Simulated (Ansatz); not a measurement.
Habitual settings against a tight run: MgCoGe (P4/nmm, 6 atoms in the cell)

Self-consistent single point.

```yaml
crystal:
  lattice:
    - [3.81957, 0.00000, 0.00000]
    - [0.00000, 3.81957, 0.00000]
    - [0.00000, 0.00000, 6.04396]
  atoms:
    - { symbol: Mg, position: [0.00000, 0.50000, 0.31739] }
    - { symbol: Mg, position: [0.50000, 0.00000, 0.68261] }
    - { symbol: Co, position: [0.00000, 0.00000, 0.00000] }
    - { symbol: Co, position: [0.50000, 0.50000, 0.00000] }
    - { symbol: Ge, position: [0.00000, 0.50000, 0.77561] }
    - { symbol: Ge, position: [0.50000, 0.00000, 0.22439] }
```

Computed with PBEsol, PAW files made with PBE (plane waves; Ansatz, a program for electronic structure).

Base settings: basis.ecutwfc = 420 eV; kpoints.mp_grid.grid = 6 6 4; kpoints.mp_grid.shift = 0.5 0.5 0.5; hamiltonian.xc = pbesol; hamiltonian.pseudopotentials = {kind: paw} (the program's default PAW files); scf.occupations.method = cold; scf.occupations.width = 0.1 eV.

Tight run (finer mesh or higher cutoff; not a proven limit): basis.ecutwfc: 420 eV → 590 eV; kpoints.mp_grid.grid: 6 6 4 → 9 9 6; scf.convergence.dr2_threshold: default (1e-07 eV) → 1e-09 eV. It gave Fermi level (on the code's own zero) 12.42 eV; pressure 3.16 GPa; largest force (vector length) 0.203 eV/Å.

Quick runs, as changes from the base:
- A: the base itself
- B: basis.ecutwfc: 420 eV → 295 eV; kpoints.mp_grid.grid: 6 6 4 → 4 4 4; hamiltonian.xc: pbesol → lda; scf.convergence.dr2_threshold: default (1e-07 eV) → 0.0001 eV [LDA (PW92)]
- C: basis.ecutwfc: 420 eV → 250 eV; kpoints.mp_grid.grid: 6 6 4 → 6 6 6
- D: basis.ecutwfc: 420 eV → 250 eV; kpoints.mp_grid.grid: 6 6 4 → 3 3 3; scf.convergence.dr2_threshold: default (1e-07 eV) → 0.001 eV
- E: basis.ecutwfc: 420 eV → 210 eV; kpoints.mp_grid.grid: 6 6 4 → 4 4 4; hamiltonian.xc: pbesol → lda; scf.convergence.dr2_threshold: default (1e-07 eV) → 0.001 eV [LDA (PW92)]
- F: basis.ecutwfc: 420 eV → 250 eV; kpoints.mp_grid.grid: 6 6 4 → 1 1 1; scf.occupations.width: 0.1 eV → 0.5 eV; scf.convergence.dr2_threshold: default (1e-07 eV) → 0.001 eV

Energies are extrapolated to zero smearing width, which holds to low order in the width alone.

Dashes: energy of B, E, another energy zero.

† marks runs with another functional, U, potentials or spin treatment: their distance from the tight run is not a convergence error alone.

The count of work is k-points × plane waves × bands × iterations; it is no time. 

Pressures in the table are Ansatz's without its Pulay estimate, at a fixed set of plane waves; the tight run's value above holds the estimate.

The starting cell comes from a database of computed structures (which also holds hypothetical and non-ambient phases and stackings), without a prior relaxation at this level. Its lattice was rescaled by a random factor within 2.5 % of one. Spin polarisation is off. In the base run, with a pressure of about 3 GPa the cell is away from its equilibrium volume at this level.

| run | energy less tight (meV/atom) | pressure less tight (GPa) | largest miss in a force vector (eV/Å) | count of work / tight |
|---|---|---|---|---|
| A | 1.7 | -0.05 | 0.038 | 0.12 |
| B† | – | -16.78 | 0.395 | 0.027 |
| C | 874.5 | -64.59 | 0.128 | 0.085 |
| D | 887.8 | -64.19 | 0.136 | 0.015 |
| E† | – | -226.43 | 0.365 | 0.012 |
| F | 639.8 | -67.37 | 2.548 | 0.0030 |

Among the runs at the tight run's level, the energy misses run from 1.7 to 887.8 meV/atom.

Keys are those of Ansatz 0.2.
